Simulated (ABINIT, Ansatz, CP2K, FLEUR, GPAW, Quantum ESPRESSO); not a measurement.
One structure in several programs: LaIn₅Ir (P4/mmm, 7 atoms in the cell)

Self-consistent single point.

```
CELL_PARAMETERS angstrom
      4.74610     0.00000     0.00000
      0.00000     4.74610     0.00000
      0.00000     0.00000     7.67273
ATOMIC_POSITIONS crystal
  La 0.00000 0.00000 0.00000
  In 0.50000 0.00000 0.69287
  In 0.50000 0.00000 0.30713
  In 0.00000 0.50000 0.69287
  In 0.00000 0.50000 0.30713
  In 0.50000 0.50000 0.00000
  Ir 0.00000 0.00000 0.50000
```

All programs got the same cell, k-point mesh and kind of occupations (in Ansatz's words: kpoints.mp_grid.grid = 5 5 3; scf.occupations.method = fermi_dirac; scf.occupations.width = 0.136 eV); potentials, basis and cutoffs are each program's usual ones.

```tsv
code	model	pressure (GPa)	largest force (eV/Å)	k-points	cutoff
GPAW	LDA (Perdew-Wang 92), GPAW PAW datasets LDA (gpaw-data 1.0.1)	-5.75	0.073	12	850 eV
Quantum ESPRESSO	LDA (PZ), GBRV 1.5 ultrasoft (LDA) pseudopotentials	-6.49	0.058	12	40 Ry
Ansatz	LDA (PW92), PAW files made with PBE	-5.48	0.048	12	420 eV
CP2K	LDA (Pade form), GPW, DZVP-MOLOPT-SR-GTH basis, GTH-PADE potentials (GTH_POTENTIALS)	-5.37	0.073	38	grid 500 Ry
FLEUR	LDA (Perdew-Zunger), all-electron FLAPW (FLEUR), scalar-relativistic valence	–	0.037	12	Kmax 4.1 1/bohr
ABINIT	LDA (PW92), PAW (JTH v2.0 LDA PAW)	-5.88	0.053	12	26 Ha
```

A dash marks a value that a program does not give, or that is left out as unsure.

The spread over the programs that give each value: pressure within 1.12 GPa; largest force within 0.036 eV/Å.

The starting cell comes from a database of computed structures (which also holds hypothetical and non-ambient phases and stackings), without a prior relaxation at this level. Its lattice was rescaled by a random factor within 2.5 % of one. On Ansatz's run: Spin-orbit coupling is off. Spin polarisation is off. In the base run, with a pressure of about -5 GPa the cell is away from its equilibrium volume at this level.

Problem. Why do the programs differ, and what cannot be compared?

Solution. Differences of this kind can come from the potentials, where these differ, and from what each basis and cutoff leave unconverged. The valence holds different numbers of electrons (GPAW 91, Quantum ESPRESSO 91, Ansatz (a quantum-chemistry and plane-wave program) 93, CP2K 93, FLEUR 91, ABINIT 91). The zero of total energies and Fermi levels follows the potentials and each program's conventions, so they are not compared here. CP2K uses small atom-centred bases, whose incompleteness enters pressures, forces and empty levels differently from a plane-wave cutoff. FLEUR treats all electrons, but the usual bases taken here (sphere radii, linearisation, local orbitals, empty states) were not tested for convergence, so the values are no reference for the others. Ansatz's pressure is given at a fixed set of plane waves, as the other plane-wave codes print theirs. The same LDA comes in different parametrisations, which differ slightly. The programs reduce the same mesh by symmetry to different extents, which changes the work and not the result.

Keys are those of Ansatz 0.2.
